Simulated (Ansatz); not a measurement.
The parent structure is TlBr in the CsCl type structure (space group Pm-3m, No. 221).

```
TlBr
1.0
    3.83953     0.00000     0.00000
    0.00000     3.83953     0.00000
    0.00000     0.00000     3.83953
Tl Br
1 1
Direct
  0.00000   0.00000   0.00000
  0.50000   0.50000   0.50000
```

Method: Ansatz (a program for electronic structure), LDA, PAW, cutoff 420 eV, without spin-orbit coupling.

Strains are applied to the cell and any free atomic positions relax.

One change was made to it. Results:

The energy increases by 18 meV/atom; the electron mass (degenerate bands, along [100]) comes out as 0.19, 0.29, 0.29 mₑ (at R); the valley order (the lowest conduction-band minima on the path, energy above the VBM, named in the base's zone) changes from X along ⟨100⟩ 1.37 eV; R along ⟨111⟩ 1.49 eV to R along ⟨111⟩ 1.07 eV; X along ⟨100⟩ 1.12 eV.

Q: Name the change that was made.
A. isotropic strain +2.50 %
B. isotropic strain −2.50 %
C. isotropic strain +3.00 %
D. isotropic strain +1.00 %
E. isotropic strain −1.50 %

A: B, isotropic strain −2.50 %. For comparison, the valley order in the other runs: isotropic strain +1.00 % gives X along ⟨100⟩ 1.45 eV; R along ⟨111⟩ 1.64 eV; isotropic strain +2.50 % gives X along ⟨100⟩ 1.58 eV; R along ⟨111⟩ 1.84 eV; isotropic strain −1.50 % gives X along ⟨100⟩ 1.22 eV; R along ⟨111⟩ 1.24 eV; isotropic strain +3.00 % gives X along ⟨100⟩ 1.62 eV; R along ⟨111⟩ 1.90 eV.

With Tl present, leaving out spin-orbit coupling can change the band edges. The levels and masses belong to the bands next to the band gap. Masses are band curvatures over ±0.01 Å⁻¹ around the edge. Whether these cells are dynamically stable was not tested.
